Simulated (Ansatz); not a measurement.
Consider N-vacancy pair (N on one host C site, one C site vacant) in 2H silicon carbide, charge state -1. Level of theory: PBE, PAW (plane waves to 420 eV; Ansatz, an electronic-structure program).

Cell of 72 host sites held at the relaxed PBE lattice; the Γ point alone; Fermi-Dirac width 0.01 eV, spin-restricted; finite-size errors left in. No zero-point or tunnelling terms. The host's phase is taken as given; its stability against other phases was not computed. The charge state is imposed; whether it is stable for some Fermi level was not computed. Forms of the defect that were not tried may lie lower. The start lies 0.43 eV above the lowest site run (PBE).

Barriers: single points on a 2×2×2 k-point mesh shifted by half a step along c at the bands' geometries (they differ from the bands' own by up to 0.56 eV, and are uncertain by about as much).

The step: a nearby C atom hops onto the vacant site (N-vacancy distance between ideal sites 3.09 Å throughout) (strongly reconstructed ends). Atoms about the jump, Cartesian Å from the middle of the jump, before and after:

| atom | x0 | y0 | z0 | x1 | y1 | z1 |
|---|---|---|---|---|---|---|
| C1 | 0.74 | 1.28 | 0.00 | -0.74 | -1.28 | 0.00 |
| Si2 | 0.25 | -0.70 | 0.56 | 0.73 | 0.13 | 0.56 |
| Si3 | -2.12 | -0.39 | 0.77 | -2.28 | -0.48 | 0.65 |
| Si4 | -0.73 | 2.22 | 0.65 | -0.72 | 2.03 | 0.77 |
| N5 | -2.34 | 1.41 | 0.02 | -2.39 | 1.32 | 0.02 |
| Si6 | -0.64 | -1.28 | -1.82 | -0.74 | -1.37 | -1.88 |
| Si7 | 0.82 | 1.32 | -1.88 | 0.79 | 1.20 | -1.82 |
| Si8 | -2.29 | 1.34 | -1.89 | -2.31 | 1.31 | -1.89 |
| C9 | 0.87 | -0.43 | -2.57 | 0.80 | -0.54 | -2.57 |
| C10 | 0.72 | -0.50 | 2.56 | 0.80 | -0.37 | 2.56 |
| C11 | -2.26 | -0.43 | -2.47 | -2.30 | -0.47 | -2.48 |
| C12 | -0.74 | 2.23 | -2.48 | -0.76 | 2.17 | -2.47 |
| C13 | -2.35 | -0.46 | 2.66 | -2.29 | -0.42 | 2.55 |
| C14 | -0.78 | 2.20 | 2.55 | -0.78 | 2.26 | 2.66 |
| Si15 | -0.63 | -3.08 | 0.79 | -0.72 | -3.10 | 0.66 |
| Si16 | 2.32 | 2.18 | 0.66 | 2.35 | 2.09 | 0.79 |
| C17 | 2.37 | -1.41 | -0.01 | 2.41 | -1.35 | -0.01 |

Question: Give the saddle-point geometry and the barrier.

Answer: 
```json
[
 {"atom": "C1", "x": "-0.51", "y": "0.29", "z": "0.02"},
 {"atom": "Si2", "x": "0.90", "y": "-0.52", "z": "0.82"},
 {"atom": "Si3", "x": "-2.17", "y": "-0.33", "z": "0.65"},
 {"atom": "Si4", "x": "-0.80", "y": "2.05", "z": "0.65"},
 {"atom": "N5", "x": "-2.55", "y": "1.47", "z": "0.05"},
 {"atom": "Si6", "x": "-0.71", "y": "-1.33", "z": "-1.78"},
 {"atom": "Si7", "x": "0.80", "y": "1.28", "z": "-1.78"},
 {"atom": "Si8", "x": "-2.31", "y": "1.33", "z": "-1.86"},
 {"atom": "C9", "x": "0.84", "y": "-0.48", "z": "-2.50"},
 {"atom": "C10", "x": "0.85", "y": "-0.49", "z": "2.68"},
 {"atom": "C11", "x": "-2.28", "y": "-0.46", "z": "-2.47"},
 {"atom": "C12", "x": "-0.75", "y": "2.21", "z": "-2.46"},
 {"atom": "C13", "x": "-2.28", "y": "-0.44", "z": "2.57"},
 {"atom": "C14", "x": "-0.75", "y": "2.19", "z": "2.57"},
 {"atom": "Si15", "x": "-0.70", "y": "-2.99", "z": "0.64"},
 {"atom": "Si16", "x": "2.24", "y": "2.10", "z": "0.64"},
 {"atom": "C17", "x": "2.42", "y": "-1.40", "z": "0.04"}
]
```
It lies 2.70 eV above the start and 2.70 eV above the end. The saddle point's order was not checked, and it lies on a symmetry element of the cell, where a band can be held.
